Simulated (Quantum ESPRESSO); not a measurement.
The steps of a band-structure calculation for HfGa4Co (P4/mmm, 6 atoms in the cell) with Quantum ESPRESSO.

Method of the run: LDA (PZ), GBRV 1.5 ultrasoft (LDA) pseudopotentials (plane waves; Quantum ESPRESSO).

Step 1 (scf):

```fortran
&CONTROL
  calculation = 'scf',
  outdir = './tmp/',
  pseudo_dir = './',
  tprnfor = .true.,
  tstress = .true.,
/
&SYSTEM
  ibrav = 6,
  A = 4.0959000000,
  C = 6.4073700000,
  nat = 6,
  ntyp = 3,
  ecutwfc = 50,
  ecutrho = 400,
  occupations = 'smearing',
  smearing = 'gauss',
  degauss = 0.0099958,
  nbnd = 59,
/
&ELECTRONS
  conv_thr = 1.0d-10,
  mixing_beta = 0.4,
/
ATOMIC_SPECIES
Hf   178.4900  hf_lda_v1.uspp.F.UPF
Ga    69.7230  ga_lda_v1.4.uspp.F.UPF
Co    58.9332  co_lda_v1.2.uspp.F.UPF
ATOMIC_POSITIONS {crystal}
Hf    0.0000000000    0.0000000000    0.0000000000
Ga    0.5000000000    0.0000000000    0.7067900000
Ga    0.5000000000    0.0000000000    0.2932100000
Ga    0.0000000000    0.5000000000    0.7067900000
Ga    0.0000000000    0.5000000000    0.2932100000
Co    0.0000000000    0.0000000000    0.5000000000
K_POINTS {automatic}
5 5 3  0 0 0
```

Step 2 (bands):

```fortran
&CONTROL
  calculation = 'bands',
  outdir = './tmp/',
  pseudo_dir = './',
  verbosity = 'high',
/
&SYSTEM
  ibrav = 6,
  A = 4.0959000000,
  C = 6.4073700000,
  nat = 6,
  ntyp = 3,
  ecutwfc = 50,
  ecutrho = 400,
  occupations = 'smearing',
  smearing = 'gauss',
  degauss = 0.0099958,
  nbnd = 62,
/
&ELECTRONS
  conv_thr = 1.0d-10,
  startingwfc = 'random',
  diago_thr_init = 1.0d-6,
  diagonalization = 'cg',
/
ATOMIC_SPECIES
Hf   178.4900  hf_lda_v1.uspp.F.UPF
Ga    69.7230  ga_lda_v1.4.uspp.F.UPF
Co    58.9332  co_lda_v1.2.uspp.F.UPF
ATOMIC_POSITIONS {crystal}
Hf    0.0000000000    0.0000000000    0.0000000000
Ga    0.5000000000    0.0000000000    0.7067900000
Ga    0.5000000000    0.0000000000    0.2932100000
Ga    0.0000000000    0.5000000000    0.7067900000
Ga    0.0000000000    0.5000000000    0.2932100000
Co    0.0000000000    0.0000000000    0.5000000000
K_POINTS {crystal_b}
12
  0.00000000   0.00000000   0.00000000   8  ! G
  0.00000000   0.50000000   0.00000000   8  ! X
  0.50000000   0.50000000   0.00000000  11  ! M
  0.00000000   0.00000000   0.00000000   5  ! G
  0.00000000   0.00000000   0.50000000   8  ! Z
  0.00000000   0.50000000   0.50000000   8  ! R
  0.50000000   0.50000000   0.50000000  11  ! A
  0.00000000   0.00000000   0.50000000   1  ! Z
  0.00000000   0.50000000   0.00000000   5  ! X
  0.00000000   0.50000000   0.50000000   1  ! R
  0.50000000   0.50000000   0.00000000   5  ! M
  0.50000000   0.50000000   0.50000000   1  ! A
```

Step 3 (bands.x):

```fortran
&BANDS
  outdir = './tmp/',
  filband = 'bands.dat',
  lsym = .false.,
/
```

Output of bands (abridged):

```
     Atomic positions and unit cell read from directory:
     ./tmp/pwscf.save/
     G-vector sticks info
     --------------------
     sticks:   dense  smooth     PW     G-vecs:    dense   smooth      PW
     Sum        1901     949    285                98041    34715    5577

     bravais-lattice index     =            6
     lattice parameter (alat)  =       7.7401  a.u.
     unit-cell volume          =     725.3959 (a.u.)^3
   [... lines left out ...]
        k(    2) = (   0.0000000   0.0625000   0.0000000), wk =   0.0277778
        k(    3) = (   0.0000000   0.1250000   0.0000000), wk =   0.0277778
   [... 69 lines left out ...]

     Dense  grid:    98041 G-vectors     FFT dimensions: (  50,  50,  80)

     Smooth grid:    34715 G-vectors     FFT dimensions: (  36,  36,  60)

     The potential is recalculated from file :
     ./tmp/pwscf.save/charge-density

     negative rho (up, down):  1.132E-01 0.000E+00

     Band Structure Calculation
     CG style diagonalization

     ethr =  1.00E-06,  avg # of iterations = 33.0

     End of band structure calculation

          k = 0.0000 0.0000 0.0000 (  4387 PWs)   bands (ev):

   -81.8172 -81.7675 -81.7674 -81.7671 -81.7670 -81.7039 -81.7022 -81.6993
   -81.6992 -81.6989 -81.6988 -81.6988 -81.6986 -50.0635 -45.5775 -45.5774
   -45.4896 -18.7353 -18.7291 -18.7291  -2.7886  -2.7610  -2.7504  -2.7463
   [... 5 lines left out ...]

          k = 0.0000 0.0625 0.0000 (  4357 PWs)   bands (ev):

   -81.8172 -81.7674 -81.7674 -81.7670 -81.7670 -81.7039 -81.7023 -81.6992
   -81.6990 -81.6988 -81.6988 -81.6988 -81.6985 -50.0634 -45.5774 -45.5773
   -45.4896 -18.7351 -18.7302 -18.7290  -2.7848  -2.7592  -2.7469  -2.7427
   [... 5 lines left out ...]

   [... 70 blocks of this kind left out ...]
```

Output of bands.x (abridged):

```
     Reading xml data from directory:

     ./tmp/pwscf.save/

     G-vector sticks info
     --------------------
     sticks:   dense  smooth     PW     G-vecs:    dense   smooth      PW
     Sum        1901     949    285                98041    34715    5577

     negative rho (up, down):  1.132E-01 0.000E+00
     Reading collected, re-writing distributed wavefunctions
     high-symmetry point:  0.0000 0.0000 0.0000   x coordinate   0.0000
     high-symmetry point:  0.0000 0.5000 0.0000   x coordinate   0.5000
     high-symmetry point:  0.5000 0.5000 0.0000   x coordinate   1.0000
     high-symmetry point:  0.0000 0.0000 0.0000   x coordinate   1.7071
     high-symmetry point:  0.0000 0.0000 0.3196   x coordinate   2.0267
     high-symmetry point:  0.0000 0.5000 0.3196   x coordinate   2.5267
     high-symmetry point:  0.5000 0.5000 0.3196   x coordinate   3.0267
     high-symmetry point:  0.0000 0.0000 0.3196   x coordinate   3.7338
     high-symmetry point:  0.0000 0.5000 0.0000   x coordinate   3.7338
     high-symmetry point:  0.0000 0.5000 0.3196   x coordinate   4.0535
     high-symmetry point:  0.5000 0.5000 0.0000   x coordinate   4.0535
     high-symmetry point:  0.5000 0.5000 0.3196   x coordinate   4.3731

     Plottable bands (eV) written to file bands.dat.gnu
     Bands written to file bands.dat

   JOB DONE.
```

The starting cell comes from a database of computed structures (which also holds hypothetical and non-ambient phases and stackings), without a prior relaxation at this level. Spin-orbit coupling is off. Spin polarisation is off.
